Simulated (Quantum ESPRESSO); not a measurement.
Band structure of CaMg3 (Pmm2, 4 atoms in the cell).

```xyz
4
Lattice="3.5293 0.0000 0.0000 0.0000 5.3744 0.0000 0.0000 0.0000 5.7975" Properties=species:S:1:pos:R:3 pbc="T T T"
Ca     0.0000     0.0000     1.0053
Mg     1.7646     0.0000     3.8445
Mg     1.7646     2.6872     1.9944
Mg     0.0000     2.6872     4.7508
```

Computed with LDA (PZ), GBRV 1.5 ultrasoft (LDA) pseudopotentials (plane waves; Quantum ESPRESSO 7.5).

Settings: ecutwfc = 40 Ry; ecutrho = 200 Ry; occupations = smearing; smearing = cold; degauss = 0.0073499 Ry; potentials = {Ca: ca_lda_v1.uspp.F.UPF, Mg: mg_lda_v1.4.uspp.F.UPF}; K_POINTS = automatic 4 3 2 0 0 0; conv_thr = 1e-10 Ry.

The starting cell comes from a database of computed structures (which also holds hypothetical and non-ambient phases and stackings), without a prior relaxation at this level.

Levels in eV from the Fermi level, bands 17 to 24:
```
point     17     18     19     20     21     22    23    24
-----  -----  -----  -----  -----  -----  -----  ----  ----
Γ      -5.88  -1.88  -1.32  -0.80  -0.64   1.28  1.57  3.66
X      -2.95  -2.82  -0.15   0.29   0.33   1.53  1.73  2.17
S      -2.23  -1.65  -1.49  -1.38   0.26   1.24  1.31  2.51
Y      -4.70  -4.39  -0.83  -0.44  -0.27   0.22  1.98  3.46
Z      -5.01  -4.37  -0.67  -0.08   0.25   0.81  1.53  3.43
U      -2.56  -1.92  -1.40  -1.37   0.64   1.55  1.70  2.19
R      -1.52  -1.34  -1.03  -1.02  -0.64  -0.41  0.15  0.94
T      -3.97  -3.61  -3.31  -2.58   1.69   2.13  2.59  3.52
```

Bands cross the Fermi level along this path, so the cell is metallic at this level.
